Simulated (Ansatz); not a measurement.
**Worked example: self-consistent single point of Rb2NaSbF6 (Fm-3m, 10 atoms in the cell) in Ansatz (a first-principles code)**

Method: PBEsol, default PAW files made with PBE (plane waves; Ansatz).

Input:

Ansatz 0.2 input:
```yaml
crystal:
  lattice:
    - [0.000000, 4.377000, 4.377000]
    - [4.377000, 0.000000, 4.377000]
    - [4.377000, 4.377000, 0.000000]
  atoms:
    - { symbol: Rb, position: [0.250000, 0.250000, 0.250000] }
    - { symbol: Rb, position: [0.750000, 0.750000, 0.750000] }
    - { symbol: Na, position: [0.500000, 0.500000, 0.500000] }
    - { symbol: Sb, position: [0.000000, 0.000000, 0.000000] }
    - { symbol: F, position: [0.749100, 0.250900, 0.250900] }
    - { symbol: F, position: [0.250900, 0.749100, 0.749100] }
    - { symbol: F, position: [0.250900, 0.749100, 0.250900] }
    - { symbol: F, position: [0.749100, 0.250900, 0.749100] }
    - { symbol: F, position: [0.250900, 0.250900, 0.749100] }
    - { symbol: F, position: [0.749100, 0.749100, 0.250900] }
kpoints:
  mp_grid:
    grid: [5, 5, 5]
hamiltonian:
  xc: pbesol
  pseudopotentials:
    kind: paw
scf:
  occupations:
    method: cold
    width: 0.0073 Ry
output:
  forces: true
  eigenvalues: true
  stress: true
```

The program printed (abridged):

```
WARN basis.ecutwfc = 420 eV, the default
WARN ansatz: RAYON_NUM_THREADS=1 ignored (pool sized by the plan → 1); use --threads N
Pseudopotentials: kind: paw
Pseudopotential: Rb, paw, valence charge 9
Pseudopotential: Na, paw, valence charge 9
Pseudopotential: Sb, paw, valence charge 15
Pseudopotential: F, paw, valence charge 7
Crystal: 10 atoms, lattice volume = 167.710 Å³
Basis set: ecut = 420 eV, 3287 PW (Γ), exchange–correlation on 90×90×90 points (8 copies of the dense FFT grid, shifted against one another)
Bands: 52, of which v1, the nominal top of the filled ones, is band 42 counted from 1 (41 counted from 0)
Symmetry: 48 space group operations
Space group: Fm-3m (ITA 225), of the structure as read, at distance tolerance 5.5e-5 Å
k-points: 10 of 125
PAW frozen core: Rb, regenerated for the run's functional, and the local potential with it
PAW frozen core: Na, regenerated for the run's functional, and the local potential with it
PAW frozen core: Sb, regenerated for the run's functional, and the local potential with it
PAW frozen core: F, regenerated for the run's functional, and the local potential with it
Initial density: superposition of atomic densities (neutral atoms: chi_scale 0, normalization atom), corrected by the library's trained network
Initial wavefunctions: pseudopotential atomic-orbital guess
Eigensolver: davidson
Functional: x = pbesol(κ = 0.804, μ = 0.12345679012345678), c = pbesol(β = 0.046)
SCF iter   1: F=—  HF=-19129.769619 eV  |F-HF|=—  |Δ(HF+E_count)|=         —  Δρ=1.23e-2  dr2=1.76e-1  ethr=1.77e-3  ⟨swp⟩=9.8  Hψ=2574  notcnv=0  defer=2
all-band conjugate gradients solve this SCF's bands
preconditioner: auto → Resta (q_TF=auto, 2.431 Å⁻¹)
SCF iter   2: F=—  HF=-19129.721028 eV  |F-HF|=—  |Δ(HF+E_count)|=   4.86e-2  S|Δr|=    0.00e0  Δρ=3.10e-3  dr2=6.95e-3  ethr=2.09e-4  ⟨swp⟩=2.3  Hψ=982  notcnv=0  defer=31
SCF iter   3: F=—  HF=-19129.719242 eV  |F-HF|=—  |Δ(HF+E_count)|=   1.79e-3  S|Δr|=    0.00e0  Δρ=7.32e-4  dr2=8.11e-4  ethr=8.27e-6  ⟨swp⟩=2.0  Hψ=788  notcnv=0  defer=31
SCF iter   4: F=—  HF=-19129.719222 eV  |F-HF|=—  |Δ(HF+E_count)|=   2.05e-5  S|Δr|=    0.00e0  Δρ=1.63e-4  dr2=3.40e-5  ethr=9.65e-7  ⟨swp⟩=2.0  Hψ=862  notcnv=0  defer=31
SCF iter   5: F=—  HF=-19129.719335 eV  |F-HF|=—  |Δ(HF+E_count)|=   1.13e-4  S|Δr|=    0.00e0  Δρ=3.76e-5  dr2=2.07e-6  ethr=4.05e-8  ⟨swp⟩=2.0  Hψ=902  notcnv=0  defer=31
SCF iter   6: F=—  HF=-19129.719338 eV  |F-HF|=—  |Δ(HF+E_count)|=   3.06e-6  S|Δr|=    0.00e0  Δρ=9.19e-6  dr2=1.51e-7  ethr=2.47e-9  ⟨swp⟩=2.0  Hψ=884  notcnv=0  defer=31
SCF iter   7: F=-19129.719338 eV  HF=-19129.719338 eV  |F-HF|=6.49e-9  |Δ(HF+E_count)|=   2.10e-7  S|Δr|=    0.00e0  Δρ=2.00e-6  dr2=1.09e-8  ethr=1.19e-10  ⟨swp⟩=11.2  Hψ=2350  notcnv=0
SCF 1 converged in 7 iterations: F = -19129.719338 eV  dr2 = 1.09e-8
SCF converged after 7 iterations
Stability not checked (fill_not_monotonic)
Free energy (F): -19129.719338 eV
Harris-Foulkes:  -19129.719338 eV  (|F-HF|=6.49e-9)
Internal energy: -19129.719338 eV  (E = F + TS)
E sigma→0 (E₀):  -19129.719338 eV
Fermi energy:    6.854417 eV
Step filling:    the computed levels leave a gap of 4.1786 eV = 42.1 smearing widths
--- Per-component energies (eV) ---
  E_band       = -724.235952
  E_kinetic    = 1952.544436
  E_local      = -7779.865067  (includes V_loc(G=0)·N_el)
  E_nonlocal   = 1270.334588
  E_hartree    = 2930.289777
  E_xc         = -909.529132
  E_vxc        = -1031.363088  (∫ρ·V_xc dr)
  E_paw        = -11049.092780  (= ΣΔE_a)
  E_vpaw       = -996.482816  (= ΣTr[D̂ρ^β])
  E_aug_tail   = 0.011908  (compensation charges beyond the density's cutoff)
  E_ewald      = -5545.301617
  E_core_change = 0.888548  (= ΣΔE_core)
  E_smearing   = 0.000000  (= −TS)
  E_closure    = -0.000000  (closes the sum)
  Σ components = -19129.719338   (vs F -19129.719338, Δ=0.00e0)
--- Forces (eV/Å), atoms counted from 1 ---
  atom   1  Rb     0.00000000     0.00000000    -0.00000000
  atom   2  Rb     0.00000000    -0.00000000     0.00000000
  atom   3  Na     0.00000000    -0.00000000    -0.00000000
  atom   4  Sb    -0.00000000     0.00000000     0.00000000
  atom   5  F     -0.38451428    -0.00000000     0.00000000
  atom   6  F      0.38451428     0.00000000     0.00000000
  atom   7  F      0.00000000    -0.38451428     0.00000000
  atom   8  F     -0.00000000     0.38451428     0.00000000
  atom   9  F     -0.00000000     0.00000000    -0.38451428
  atom  10  F     -0.00000000     0.00000000     0.38451428
  max |Σ_I F_I| component: 2.22e-16 eV/Å
--- Stress (GPa, compression-positive) ---
        1.269426       0.000000      -0.000000
       -0.000000       1.269426       0.000000
        0.000000      -0.000000       1.269426
  P = ⅓ Tr σ = 1.2694 GPa (12.694 kbar)
  The stress holds the Pulay correction. Without it, at fixed plane waves, as pw.x and ABINIT print it: P = 0.7961 GPa
--- Band table (eV; the first three rows and the last of 10) ---
  k-point 0: bands = ["-43.7034", "-23.8285", "-23.8285", "-23.7634", "-23.7634", "-23.7634", "-20.4439", "-20.3886", "-17.4777", "-17.3052", "-17.3052", "-17.3052", "-16.9117", "-16.9117", "-15.6700", "-15.6700", "-15.6700", "-4.7438", "-4.7438", [...]
  k-point 1: bands = ["-43.7034", "-23.8285", "-23.8285", "-23.7634", "-23.7634", "-23.7634", "-20.4365", "-20.3917", "-17.5007", "-17.2853", "-17.2724", "-17.2724", "-16.9555", "-16.9555", "-15.6808", "-15.6596", "-15.6596", "-4.7125", "-4.7125", [...]
  k-point 2: bands = ["-43.7034", "-23.8286", "-23.8286", "-23.7634", "-23.7634", "-23.7634", "-20.4192", "-20.4021", "-17.5314", "-17.2593", "-17.1828", "-17.1828", "-17.0624", "-17.0624", "-15.6983", "-15.6434", "-15.6434", "-4.6427", "-4.6427", [...]
  k-point 9: bands = ["-43.7034", "-23.8288", "-23.8286", "-23.7634", "-23.7634", "-23.7633", "-20.4130", "-20.4038", "-17.4797", "-17.3072", "-17.2704", "-17.2004", "-17.0511", "-16.9759", "-15.6750", "-15.6695", "-15.6522", "-4.6710", "-4.6251", [...]
```

The run converged in 7 iterations.

The starting cell was generated: these elements placed on a structure prototype, without a prior relaxation; it need not be a known phase or ordering of this composition. Spin-orbit coupling is off. Ansatz's pressure includes its estimate of the finite-basis (Pulay) stress.
